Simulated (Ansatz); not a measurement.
**A computed series for As: element substitutions**

Start from As in the A7 type structure (space group R-3m, No. 166; a = 3.7611 Å, c = 10.7335 Å (hexagonal axes); layered).

Each row replaces one element on all its sites; cell and atoms are relaxed.

Method: Ansatz (a first-principles code), r2SCAN+rVV10, PAW, cutoff 500 eV, spin-orbit coupling left out.

```csv
case,space group,density,shortest interatomic distance
base,R-3m (No. 166),5.68 g/cm³,251.7 pm
As → Cu,Fm-3m (No. 225),9.34 g/cm³,251.8 pm
As → P,R-3m (No. 166),3.26 g/cm³,230.1 pm
As → Se,Pm-3m (No. 221),5.95 g/cm³,280.3 pm
```

Whether these cells are dynamically stable was not tested. For P and Se in this form, whether it has been made was not checked. All final runs are without spin polarisation. This is not the structure that P has at room temperature and ambient pressure. This is not the structure that Se has at room temperature and ambient pressure.
